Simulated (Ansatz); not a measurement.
BP under load (space group F-43m), r2SCAN with spin-orbit coupling, rigid bands in Ansatz (a quantum-chemistry and plane-wave program). Condition of this run: hydrostatic pressure of 24 GPa (compression positive) (the target of the relaxation). Band gap 1.20 eV, N_c = 5.19e19 cm⁻³ and N_v = 2.62e19 cm⁻³ at 300 K, conductivity masses of 0.338 mₑ (electrons) and 0.413 mₑ (holes). Take k_BT = 0.02585 eV.

Problem. A film of it is 3 nm thick. Estimate the confinement energies in an infinite well.

Solution. ħ²π²/(2m t²) = 0.376 eV·nm²/(m/mₑ × t²) gives 124 meV for electrons and 101 meV for holes, so the gap would widen to about 1.42 eV. Finite barriers and nonparabolic bands lower this, and with several valleys or bands the heaviest mass along the normal sets the lowest level, not this average.

Problem. Find the intrinsic carrier density and the intrinsic Fermi level.

Solution. n_i = √(N_c N_v) exp(−E_g/2k_BT) = 3.69e19 × exp(−23.21) = 3.1e9 cm⁻³. The level lies (k_BT/2) ln(N_v/N_c) = -9 meV from mid-gap (positive towards the conduction band). Each 0.1 eV added to the gap lowers n_i by a factor of 6.9.

Problem. What built-in voltage has an abrupt junction with N_A = 1e16 and N_D = 1e17 cm⁻³, all dopants ionised?

Solution. V_bi = E_g/e − (k_BT/e) ln(N_c N_v/(N_A N_D)) = 1.20 − 0.02585 × 14.12 = 0.83 V, for the computed gap.

Rigid bands with the computed gap; masses take one relaxation time for all states. Geometry: cell and atoms relaxed with PBEsol.
